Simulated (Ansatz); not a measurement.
Base system: ZnS in the wurtzite structure (space group P6_3mc, No. 186; a = 3.806 Å, c = 6.245 Å).

The values are results of Ansatz (a quantum-chemistry and plane-wave program), r2SCAN, PAW, cutoff 500 eV, spin-orbit coupling left out, not measurements.

Before the change:

The band gap comes out as 2.78 eV and the lattice parameter a is 3.806 Å.

It is then changed as follows: full substitution S → O, then cell and atoms are relaxed.

Problem. How does this affect the band gap and lattice parameter a?

Solution. The band gap drops by 1.54 eV (2.78 eV → 1.24 eV); the lattice parameter a shrinks by 0.571 Å to 3.235 Å.

Whether these cells are dynamically stable was not tested.
